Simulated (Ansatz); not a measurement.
The parent structure is Mg in the hcp (Mg type) structure (space group P6_3/mmc, No. 194; relaxed with 0.1 eV smearing).

```xyz
2
Lattice="3.1751 0.0000 0.0000 -1.5876 2.7497 0.0000 0.0000 0.0000 5.1628" Properties=species:S:1:pos:R:3 pbc="T T T"
Mg     1.5876     0.9166     1.2907
Mg     0.0000     1.8332     3.8721
```

Computed with Ansatz (a program for electronic structure) PBEsol, no spin-orbit coupling.

Before the change:

| Quantity | Value |
|---|---|
| Pressure | 0.0 GPa |
| Band gap | zero |

One thing is altered: an isotropic linear strain of −2.50 %, atoms relaxed at fixed cell.

Task: Predict the new energy relative to the base.

Result: The energy rises by 16 meV/atom.

Task: Predict the new pressure.

Result: The pressure (mean of the normal stresses, compression positive) goes from zero to 3.3 GPa.

Task: Predict the new band gap.

Result: The band gap is still zero.

Stability against distortions was not tested.
